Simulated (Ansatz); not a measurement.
System: LaN (P6₃mc, No. 186, 4 atoms in the cell; start mp-567290; a measured phase of this formula has another space group). Method: LDA (PAW; Ansatz, an electronic-structure program).

Numerical settings: plane-wave cutoff 520 eV, 12×12×6 k mesh (along the axes of the cell as run), Fermi–Dirac smearing 0.01 eV, scalar-relativistic PAW data made under PBE.

Cell (relaxed with PBEsol):

LaN is modelled in the hexagonal space group P6₃mc (No. 186), Pearson symbol hP4. Conventional cell: a = b = 4.1154 Å, c = 5.8109 Å, α = β = 90.00°, γ = 120.00°. La on 2b sees 4 N at 2.421–2.441 Å and 1 N at 3.370 Å (trigonal bipyramidal). N on 2b sees 4 La at 2.421–2.441 Å and 1 La at 3.370 Å (trigonal bipyramidal). (Neighbours: up to the widest gap in distance over summed covalent radii, below 1.35, at either atom; cation-cation and far metal-metal contacts left out.)

Estimate the band gap, smallest direct gap on the k points sampled and Γ–Γ gap that the calculation returns.


- band gap: 0.95 eV
- smallest direct gap on the k points sampled: 1.38 eV
- Γ–Γ gap: 1.42 eV

Note: cell and atoms aren't relaxed at this level (largest force component 0.02 eV/Å, pressure -2.1 GPa).

Spin–orbit coupling is not included.

Static lattice: no zero-point or thermal effects.

A start named mp-… is a Materials Project structure, which need not be a measured phase.
